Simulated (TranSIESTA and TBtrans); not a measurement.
System: 2-methoxy-1,4-phenylene held by thiolate S between the apex atoms of two Al(100) rods. Leads: fcc Al rod along [100], layers of 5 and 4 atoms, a = 4.04 Å. Geometry: as built, not relaxed. Transport runs along z; the first 18 and the last 18 of the 85 atoms are the lead cells, repeated to infinity.

```xyz
85
Lattice="16.692 0.000 0.000 0.000 16.692 0.000 0.000 0.000 40.329" Properties=species:S:1:pos:R:3 pbc="F F T"
Al     8.346     8.346     0.000
Al    11.202     8.346     0.000
Al     8.346    11.202     0.000
Al     5.489     8.346     0.000
Al     8.346     5.489     0.000
Al     9.774     9.774     2.020
Al     6.917     9.774     2.020
Al     9.774     6.917     2.020
Al     6.917     6.917     2.020
Al     8.346     8.346     4.040
Al    11.202     8.346     4.040
Al     8.346    11.202     4.040
Al     5.489     8.346     4.040
Al     8.346     5.489     4.040
Al     9.774     9.774     6.060
Al     6.917     9.774     6.060
Al     9.774     6.917     6.060
Al     6.917     6.917     6.060
Al     8.346     8.346     8.080
Al    11.202     8.346     8.080
Al     8.346    11.202     8.080
Al     5.489     8.346     8.080
Al     8.346     5.489     8.080
Al     9.774     9.774    10.100
Al     6.917     9.774    10.100
Al     9.774     6.917    10.100
Al     6.917     6.917    10.100
Al     8.346     8.346    12.120
Al    11.202     8.346    12.120
Al     8.346    11.202    12.120
Al     5.489     8.346    12.120
Al     8.346     5.489    12.120
Al     9.774     9.774    14.140
Al     6.917     9.774    14.140
Al     9.774     6.917    14.140
Al     6.917     6.917    14.140
Al     8.346     8.346    16.160
S      6.683     9.115    17.551
C      7.612     8.676    19.017
C      7.463     7.405    19.585
C      8.191     7.052    20.739
O      8.070     5.788    21.339
C      7.221     4.748    20.864
C      9.066     7.992    21.311
S     10.011     7.582    22.779
C      9.210     9.261    20.737
C      8.485     9.602    19.594
H      6.782     6.704    19.123
H      7.324     3.865    21.527
H      7.515     4.456    19.834
H      6.162     5.082    20.879
H      9.884     9.984    21.177
H      8.603    10.586    19.158
Al     8.346     8.346    24.169
Al     9.774     9.774    26.189
Al     6.917     9.774    26.189
Al     9.774     6.917    26.189
Al     6.917     6.917    26.189
Al     8.346     8.346    28.209
Al    11.202     8.346    28.209
Al     8.346    11.202    28.209
Al     5.489     8.346    28.209
Al     8.346     5.489    28.209
Al     9.774     9.774    30.229
Al     6.917     9.774    30.229
Al     9.774     6.917    30.229
Al     6.917     6.917    30.229
Al     8.346     8.346    32.249
Al    11.202     8.346    32.249
Al     8.346    11.202    32.249
Al     5.489     8.346    32.249
Al     8.346     5.489    32.249
Al     9.774     9.774    34.269
Al     6.917     9.774    34.269
Al     9.774     6.917    34.269
Al     6.917     6.917    34.269
Al     8.346     8.346    36.289
Al    11.202     8.346    36.289
Al     8.346    11.202    36.289
Al     5.489     8.346    36.289
Al     8.346     5.489    36.289
Al     9.774     9.774    38.309
Al     6.917     9.774    38.309
Al     9.774     6.917    38.309
Al     6.917     6.917    38.309
```

Run with TranSIESTA and TBtrans (open boundaries, self-consistent; PseudoDojo norm-conserving potentials, scalar-relativistic): PAO.BasisSize SZP, PAO.EnergyShift 0.15 eV, XC.Authors PBE, Mesh.Cutoff 150 Ry, ElectronicTemperature 300 K, TS.Voltage 0.0 eV, TBT.Elecs.Eta 0.001 eV, no spin polarisation.

Energies count from the leads' Fermi level. Transmissions are for one spin of a degenerate pair. The energy step is 0.02 eV; narrower resonances are cut or missed.

```csv
E (eV),T
-0.20,0.00173
-0.16,0.00165
-0.12,0.00174
-0.08,0.00203
-0.04,0.00264
0.00,0.00392
0.04,0.00992
0.08,0.0159
0.12,0.0189
0.16,0.0215
0.20,0.0241
```

Give the zero-bias conductance in μS and the resistance at 300 K.

At the Fermi level T = 0.00392. Averaged with −∂f/∂E over the full grid (kT = 25.9 meV) it is 0.00576, well away from the value at one energy, as T changes fast within a few kT. With G0 = 2e²/h = 77.48 μS, G = 0.446 μS and R = 1/G = 2240 kΩ.

Estimate the thermopower by Mott's formula S = −(π²/3)(kB²T/e) d ln T/dE from the rows at -0.04 and 0.04 eV.

d ln T/dE = 16.5 eV⁻¹ and (π²/3) kB²T/e = 7.33 μV/K · eV, so S = -120 μV/K; the full integral gives -100 μV/K. A negative sign means that T rises with energy over the thermal window.

The leads' channel count changes near 0.03 eV, within the thermal window, so values at the Fermi level hang on where that band edge falls. Semilocal functionals put molecular levels too close to the Fermi level and tend to overestimate such conductances.
